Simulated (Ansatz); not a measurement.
W5Si3: pressure series

Base system: W$_{5}$Si$_{3}$ (space group I4/mcm, No. 140; a = 9.596 Å, c = 4.930 Å; a cell from a computed database, its experimental status unchecked).

Cell and atoms are relaxed at each pressure.

The values are results of PBEsol in Ansatz (plane waves to 420 eV, PAW, without spin-orbit coupling), not measurements.

Notes on the quantities. enthalpy: H = E + PV relative to the base's energy.

```tsv
case	shortest interatomic distance	enthalpy
base	2.465 Å	–
pressure −2 GPa	2.472 Å	-0.18 eV/atom
pressure −1 GPa	2.468 Å	-0.09 eV/atom
pressure 0.3 GPa	2.464 Å	+0.03 eV/atom
pressure 0.7 GPa	2.463 Å	+0.06 eV/atom
pressure 1.5 GPa	2.460 Å	+0.13 eV/atom
pressure 3 GPa	2.455 Å	+0.26 eV/atom
pressure 5 GPa	2.448 Å	+0.44 eV/atom
pressure 7.5 GPa	2.441 Å	+0.66 eV/atom
pressure 10 GPa	2.433 Å	+0.87 eV/atom
```

Load acts through the strain it causes; cell and atoms are relaxed under it. Stability against distortions was not tested. No other phases were tried under pressure. The final runs are not spin-polarised.

Ansatz is an electronic-structure program.
